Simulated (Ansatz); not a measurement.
Coverage and cell size: S on the 1x1 (110) surface of bcc Ta, one adsorbate a cell, in each cell the lowest of the starts that converged. Energies against ⅛ S8(g), without dispersion, zero-point or thermal terms; small cells hold the layer to their symmetry. A negative adsorption energy means that the adsorbate is more stable on the surface than in its reference.

All values below come from PBE (plane waves to 420 eV, PAW; Ansatz, an electronic-structure program).

```
area an adsorbate, end state  atoms  E_ads (eV)  height (Å)  Δ work function (eV)                   rough cost
----------------------------  -----  ----------  ----------  --------------------  ---------------------------
8 Å², bonded to 4 Ta              5       -2.00        1.74                  0.66      roughly 90 core-seconds
16 Å², bonded to 4 Ta             9       -2.83        1.67                   ___       roughly 6 core-minutes
31 Å², bonded to 4 Ta            17         ___        1.67                  0.16  very roughly 9 core-minutes
```

Task: Complete the blanks.

Result: 
- 16 Å², bonded to 4 Ta, Δ work function (eV): 0.11
- 31 Å², bonded to 4 Ta, E_ads (eV): -3.42
